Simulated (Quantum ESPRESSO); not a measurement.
Troubleshooting Quantum ESPRESSO: a failed run on In₂Ge₂O₇ (C2/m, 11 atoms in the cell). The aim is a self-consistent single point with DFT, PBEsol, plane waves, PseudoDojo standard norm-conserving (PBESOL) pseudopotentials.

Cell that was meant: a = 5.5208 Å, b = 5.5208 Å, c = 4.9320 Å, α = 97.46°, β = 97.46°, γ = 105.65°.

Part of the input:

```fortran
 ecutwfc = 85
 occupations = 'fixed'
 nbnd = 50
&ELECTRONS
 conv_thr = 1.0d-10
 mixing_beta = 0.7
/
```

The program printed (abridged):

```
     This program is part of the open-source Quantum ESPRESSO suite
     for quantum simulation of materials; please cite

 %%%%%%%%%%%%%%%%%%%%%%%%%%%%%%%%%%%%%%%%%%%%%%%%%%%%%%%%%%%%%%%%%%%%%%%%%%%%%%
     Error in routine  read_namelists (1):
      bad line in namelist &system: "&ELECTRONS" (error could be in the previous line)
 %%%%%%%%%%%%%%%%%%%%%%%%%%%%%%%%%%%%%%%%%%%%%%%%%%%%%%%%%%%%%%%%%%%%%%%%%%%%%%

     stopping ...
```

**Question.** Read the log: what does the program object to, and what is the fix?

**Answer.** The fault is a namelist without its closing slash. The reader runs on into the next namelist. To fix it, close the namelist. The program stopped before any SCF iteration.

The sound input it was made from differs as follows (other fixes are possible):
```diff
+/
```

With that input, the run converged in 14 iterations: free energy E − TS -11605.5238 eV; top of the valence band (on the code's own zero) 6.94 eV; gap on the k-point mesh 2.13 eV; pressure 2.62 GPa; largest force (vector length) 0.268 eV/Å (DFT, PBEsol, plane waves, PseudoDojo standard norm-conserving (PBESOL) pseudopotentials).

On the sound input: the starting cell comes from a database of computed structures (which also holds hypothetical and non-ambient phases and stackings), without a prior relaxation at this level. Its lattice was rescaled by a random factor within 2.5 % of one.
